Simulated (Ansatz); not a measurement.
Band structure of Sr2CuO3 (Immm, 6 atoms in the cell).

```yaml
crystal:
  lattice:
    - [-1.73196, 1.93452, 6.21334]
    - [1.73196, -1.93452, 6.21334]
    - [1.73196, 1.93452, -6.21334]
  atoms:
    - { symbol: Sr, position: [0.14693, 0.64693, 0.50000] }
    - { symbol: Sr, position: [0.85307, 0.35307, 0.50000] }
    - { symbol: Cu, position: [0.50000, 0.00000, 0.50000] }
    - { symbol: O, position: [0.00000, 0.00000, 0.00000] }
    - { symbol: O, position: [0.34582, 0.84582, 0.50000] }
    - { symbol: O, position: [0.65418, 0.15418, 0.50000] }
```

Computed with PBEsol, PAW files made with PBE (plane waves; Ansatz, a program for electronic structure).

Settings: kpoints.mp_grid.grid = 6 6 6; hamiltonian.xc = pbesol; hamiltonian.pseudopotentials = {kind: paw} (an earlier, softer set of the program's PAW files); scf.occupations.method = fermi_dirac; scf.occupations.width = 0.136 eV; kpoints.band_path.npoints = 8.

The starting cell comes from a database of computed structures (which also holds hypothetical and non-ambient phases and stackings), without a prior relaxation at this level. Its lattice was rescaled by a random factor within 2.5 % of one. Spin polarisation is off; with an odd number of electrons in the cell that forces a metal, and a magnetic state may lie lower.

Levels in eV from the Fermi level, bands 25 to 32:
```tsv
point	25	26	27	28	29	30	31	32
Γ	-2.07	-1.84	-1.63	-1.52	-1.43	1.61	2.97	3.78
X	-2.54	-2.14	-2.09	-1.98	-1.14	3.29	5.14	5.54
L	-2.18	-1.61	-1.54	-1.35	0.84	1.02	4.32	4.88
T	-2.17	-1.58	-1.53	-1.33	0.89	0.90	4.29	4.89
W	-1.99	-1.67	-1.54	-1.34	0.88	0.98	3.84	5.51
R	-2.54	-2.12	-2.02	-2.00	-1.17	3.29	5.29	5.43
X1	-2.54	-2.14	-2.09	-1.98	-1.14	3.29	5.14	5.54
Z	-2.22	-2.10	-1.52	-1.41	-1.29	2.14	3.83	3.89
Y	-2.12	-1.69	-1.49	-1.46	0.76	4.38	4.53	5.25
S	-2.15	-1.71	-1.47	-1.42	0.80	4.40	4.67	5.11
```

Bands cross the Fermi level along this path, so the cell is metallic at this level.

Keys are those of Ansatz 0.2.
